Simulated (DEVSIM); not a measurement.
Structure: illuminated Si n-on-p cell, one wavelength, at 350 K.

| layer (left to right) | material | thickness (μm) | Nd (cm⁻³) | Na (cm⁻³) | τn (s) | τp (s) | absorption coefficient (cm⁻¹) |
|---|---|---|---|---|---|---|---|
| 1 | Si | 0.200 | 1.2e18 | - | 4.5e-6 | 5.2e-6 | 2900 |
| 2 | Si | 53.0 | - | 2e16 | 5.2e-5 | 5.2e-5 | 2900 |

Left contact: ohmic, minority hole recombination velocity 20000 cm/s. Right contact: ohmic, minority electron recombination velocity 80000 cm/s. Voltage is applied to the left contact. Recombination: SRH at mid-gap, radiative, Auger. Gap narrowing is on: ΔEg = 6.92 meV × (l + √(l² + 0.5)), l = ln(N/1.3e17 cm⁻³), shared equally by both band edges. Light enters at the left, 5.5e17 photons cm⁻² s⁻¹, one pass, no reflection. Mobility is μmin + (μ − μmin)/(1 + (N/Nref)^α).

This is a model device: material constants are rounded textbook-type values typed into the input, and sizes, dopings and lifetimes were drawn at random. Values at 300 K; Nc and Nv go as T^1.5, mobilities as T to minus their exponent, the gap by Varshni's rule with the affinity fixed.

| parameter | Si |
|---|---|
| gap (eV) | 1.124 |
| affinity (eV) | 4.05 |
| permittivity | 11.7 |
| Nc (cm⁻³) | 2.86e19 |
| Nv (cm⁻³) | 3.1e19 |
| μn (cm²/Vs) | 1417 |
| μp (cm²/Vs) | 470 |
| μn,min | 52 |
| μp,min | 45 |
| Nref,n | 9.7e16 |
| Nref,p | 2.2e17 |
| αn | 0.68 |
| αp | 0.72 |
| T exponent of μn | 2.3 |
| T exponent of μp | 2.2 |
| B (cm³/s) | 4.7e-15 |
| Cn (cm⁶/s) | 2.8e-31 |
| Cp (cm⁶/s) | 9.9e-32 |
| Varshni α (eV/K) | 0.000473 |
| Varshni β (K) | 636 |

Model (solved in DEVSIM): 1D drift-diffusion, Boltzmann statistics, complete ionisation; no tunnelling, impact ionisation, image-force lowering or self-heating.

The recombination velocity at the right contact was swept, all else fixed.

```csv
recombination velocity at the right contact (cm/s),short-circuit current (mA/cm²),fill factor,dark forward voltage at 100 A/cm² (V),open-circuit voltage (V)
10,87.7,0.79,0.815,0.549
100,87.6,0.79,0.804,0.546
1000,86.8,0.79,0.783,0.530
10000,84.3,0.78,0.774,0.504
80000,83.0,0.78,0.775,0.497
1e5,83.0,0.78,0.775,0.496
1e6,82.8,0.78,0.776,0.495
1e7,82.8,0.78,0.776,0.495
```

From the first row to the last the short-circuit current goes from 87.7 to 82.8. From the first row to the last the fill factor goes from 0.79 to 0.78.
